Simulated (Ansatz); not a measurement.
**Ti: response to strain**

Base system: Ti in the hcp (Mg type) structure (space group P6_3/mmc, No. 194; a = 2.936 Å, c = 4.640 Å; relaxed with 0.1 eV smearing).

Strains are applied to the cell and any free atomic positions relax.

The values are results of r2SCAN (Ansatz, an electronic-structure program), spin-orbit coupling left out, not measurements.

Notes on the quantities. pressure: mean of the normal stresses, compression positive.

| isotropic strain (%) | pressure (GPa) |
|---|---|
| -3 | 12.5 |
| -2.5 | 10.1 |
| -2 | ? |
| -1.5 | 5.7 |
| -1 | 3.7 |
| -0.5 | 1.8 |
| 0 | 0.0 |

Fit P = P₀ − Bδ + Cδ² with δ = (1 + ε)³ − 1 to the rows shown and predict the withheld row.

Least squares on the printed values gives P₀ = 0.0 GPa, B = 114 GPa (at held cell shape), C = 332 GPa (largest residual 0.0 GPa); this predicts 7.9 GPa, and the run gives 7.8 GPa, in agreement.

Stability against distortions was not tested. All final runs are without spin polarisation.
